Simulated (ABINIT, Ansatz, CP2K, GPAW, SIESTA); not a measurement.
# AlN (F-43m, 2 atoms in the cell) computed with different codes at matched settings

Band-structure calculation.

```
AlN
1.0
    0.00000     2.19382     2.19382
    2.19382     0.00000     2.19382
    2.19382     2.19382     0.00000
Al N
1 1
Direct
  0.00000   0.00000   0.00000
  0.75000   0.75000   0.75000
```

Shared settings, as Ansatz (a quantum-chemistry and plane-wave program) writes them: kpoints.mp_grid.grid = 9 9 9; scf.occupations.method = fermi_dirac; scf.occupations.width = 0.0037 Ry. Potentials and cutoffs stand in the table.

| code | model | gap along the path (eV) | smallest direct gap (eV) | cutoff |
|---|---|---|---|---|
| CP2K | PBE, GPW, DZVP-MOLOPT-SR-GTH basis, GTH-PBE potentials (GTH_POTENTIALS) | 3.31 | 4.25 | grid 400 Ry |
| GPAW | PBE, GPAW PAW datasets PBE (gpaw-data 1.0.1) | 3.30 | 4.09 | 950 eV |
| SIESTA | GGA PBE, numerical atomic orbitals DZP, PseudoDojo PBE standard norm-conserving potentials (rewritten from UPF to PSML) | 3.29 | 4.29 | grid 350 Ry |
| Ansatz | PBE, PAW files | 3.32 | 4.07 | 30.9 Ry |
| ABINIT | PBE, PAW (JTH v2.0 PBE PAW) | 3.29 | 4.06 | 26 Ha |

The spread over the programs that give each value: gap along the path within 0.03 eV; smallest direct gap within 0.23 eV.

CP2K and SIESTA use small atom-centred bases, whose incompleteness enters pressures, forces and empty levels differently from a plane-wave cutoff.

The starting cell comes from a database of computed structures (which also holds hypothetical and non-ambient phases and stackings), without a prior relaxation at this level. Its lattice was rescaled by a random factor within 2.5 % of one.

Left out of this page: Quantum ESPRESSO, Elk and FLEUR (not drawn, or without a comparable value).

Keys are those of Ansatz 0.2.
